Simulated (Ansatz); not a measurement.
The starting structures come from a database of crystals and need not be the phases stable at ambient conditions.

Input:

```
CELL_PARAMETERS angstrom
      4.31453     0.00049     0.01524
      2.15518     8.16219     0.00993
     -0.08535    -0.00471    13.35213
ATOMIC_POSITIONS crystal
  In 0.37711 0.23156 0.68631
  In 0.99894 0.99182 0.86074
  In 0.60965 0.76841 0.18620
  In 0.99155 0.00823 0.36063
  Te 0.68819 0.61200 0.76728
  Te 0.60125 0.79026 0.40294
  Te 0.30024 0.38797 0.26719
  Te 0.83630 0.33009 0.42456
  Te 0.77279 0.45159 0.11212
  Te 0.98610 0.01385 0.64343
  Te 0.00095 0.98612 0.14334
  Te 0.16612 0.66994 0.92461
  Te 0.22418 0.54835 0.61221
  Te 0.39081 0.20978 0.90305
```

Space group of this cell: P1. The cell was relaxed by PBE-D3(BJ).

Transport runs along the normal of the first two printed cell vectors.

The gap is the functional's own, uncorrected, and κ follows it; spin-orbit coupling is left out. Mid-gap values are interpolated between the computed energies.

Problem. Give the band gap and the smallest decay constant κ at mid-gap that PBEsol (Ansatz, a quantum-chemistry and plane-wave program) yields.

Solution. Gap 0.62 eV on a 8×4×4 mesh; κ = 0.104 1/Å, at (0.000, 0.500) of the in-plane reciprocal vectors. At the zone centre, at the nearest computed energy, the slowest state has κ = 0.10 1/Å.
